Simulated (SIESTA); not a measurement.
Short convergence ladders for Hf2Ge (Fmm2, 6 atoms in the cell)

```
Hf2Ge
1.0
   -3.28040     3.28040     2.63854
    3.28040    -3.28040     2.63854
    3.28040     3.28040    -2.63854
Hf Ge
4 2
Direct
  0.34424   0.15576   0.50000
  0.65576   0.84424   0.50000
  0.16115   0.66115   0.82230
  0.84424   0.34424   0.18848
  0.25000   0.25000   0.00000
  0.75000   0.75000   0.00000
```

Base method: GGA PBEsol, numerical atomic orbitals DZP, PseudoDojo PBEsol standard norm-conserving potentials (rewritten from UPF to PSML) run with SIESTA.

Base settings: XC.functional = GGA; XC.authors = PBEsol; potentials = PseudoDojo PBEsol standard; PAO.BasisSize = DZP; PAO.EnergyShift = 0.01 Ry; MeshCutoff = 350 Ry; kgrid.MonkhorstPack = 4 4 4; OccupationFunction = FD; ElectronicTemperature = 1160.45 K; MaxSCFIterations = 150.

Core times come from one kind of shared machine, to one figure; runs under 30 s give none.

**The k-point mesh**

The second cell is the first with its lattice scaled by 0.98.

Only quantities that move along the ladder and can be compared are tabulated.

```csv
kgrid.MonkhorstPack,free energy less the last step's (meV/atom),energy of the compressed cell less the first (meV/atom),pressure (GPa),largest difference of a force vector from the last step's (eV/Å),core time / last (rough)
2 2 2,59.59,24.95,-0.56,0.184,0.3
4 4 4,-4.37,26.86,-0.54,0.047,0.4
5 5 5,3.56,28.02,-0.41,0.021,0.4
7 7 7,0.22,28.10,-0.41,0.036,0.6
8 8 8,-0.05,28.25,-0.39,0.016,0.7
10 10 10,0.00,28.19,-0.40,0.000,1
```

Coarsest kgrid.MonkhorstPack that holds the pressure within 0.05 GPa of the last step, with all finer ones: 5 5 5, at about 0.4 of the last step's time; the step before is off by 0.14 GPa.

Coarsest kgrid.MonkhorstPack that holds the energy of the compressed cell less the first within 2 meV/atom of the last step, with all finer ones: 4 4 4, at about 0.4 of the last step's time; the step before is off by 3.2 meV/atom.

Coarsest kgrid.MonkhorstPack that holds the forces within 0.02 eV/Å: not settled: the last two steps still differ by 0.016 eV/Å, over half the tolerance, so the ladder does not show it.

The energy difference between the two cells stays within 1 meV/atom of the last step's from 5 5 5 on, the total only from 7 7 7 on: much of the error is common to both cells and cancels.

**The k-point mesh at a smearing width of 0.02 eV**

In this ladder: ElectronicTemperature = 232.09 K.

Only quantities that move along the ladder and can be compared are tabulated.

```tsv
kgrid.MonkhorstPack	free energy less the last step's (meV/atom)	pressure (GPa)	largest difference of a force vector from the last step's (eV/Å)	core time / last (rough)
3 3 3	6.41	0.22	0.163	0.2
5 5 5	4.99	-0.51	0.050	0.2
7 7 7	0.96	-0.42	0.096	0.3
11 11 11	-0.59	-0.45	0.009	0.6
13 13 13	0.00	-0.44	0.000	1
```

Coarsest kgrid.MonkhorstPack that holds the pressure within 0.1 GPa of the last step, with all finer ones: 5 5 5, at about 0.2 of the last step's time; the step before is off by 0.66 GPa.

Coarsest kgrid.MonkhorstPack that holds the free energy within 2 meV/atom of the last step, with all finer ones: 7 7 7, at about 0.3 of the last step's time; the step before is off by 5.0 meV/atom.

Coarsest kgrid.MonkhorstPack that holds the forces within 0.02 eV/Å of the last step, with all finer ones: 11 11 11; the step before is off by 0.096 eV/Å.

**The SCF threshold**

In this ladder: SCF.DM.Tolerance = default; SCF.DM.Converge = false; SCF.H.Converge = false; SCF.FreeE.Converge = true.

The mesh stays at the base's, so the ladder's end is converged at best in this setting alone.

Only quantities that move along the ladder and can be compared are tabulated.

| SCF.FreeE.Tolerance | free energy less the last step's (meV/atom) | pressure (GPa) | largest difference of a force vector from the last step's (eV/Å) | core time / last (rough) |
|---|---|---|---|---|
| 1.0E-01 eV | 6.75 | 0.17 | 0.033 | 0.2 |
| 1.0E-03 eV | 0.19 | -0.72 | 0.006 | 0.2 |
| 1.0E-05 eV | 0.00 | -0.54 | 0.000 | 0.2 |
| 1.0E-07 eV | 0.00 | -0.54 | 0.000 | 0.3 |
| 1.0E-12 eV | 0.00 | -0.54 | 0.000 | 1 |

Coarsest SCF.FreeE.Tolerance that holds the free energy within 0.5 meV/atom of the last step, with all finer ones: 1.0E-03 eV, at about 0.2 of the last step's time; the step before is off by 6.7 meV/atom.

Coarsest SCF.FreeE.Tolerance that holds the forces within 0.02 eV/Å of the last step, with all finer ones: 1.0E-03 eV, at about 0.2 of the last step's time; the step before is off by 0.033 eV/Å.

Coarsest SCF.FreeE.Tolerance that holds the pressure within 0.05 GPa of the last step, with all finer ones: 1.0E-05 eV, at about 0.2 of the last step's time; the step before is off by 0.18 GPa.

On the base run: the starting cell comes from a database of computed structures (which also holds hypothetical and non-ambient phases and stackings), without a prior relaxation at this level. Its lattice was rescaled by up to half a per cent. One atom was moved a little off its site on purpose. Values carry the incompleteness of an atom-centred basis.
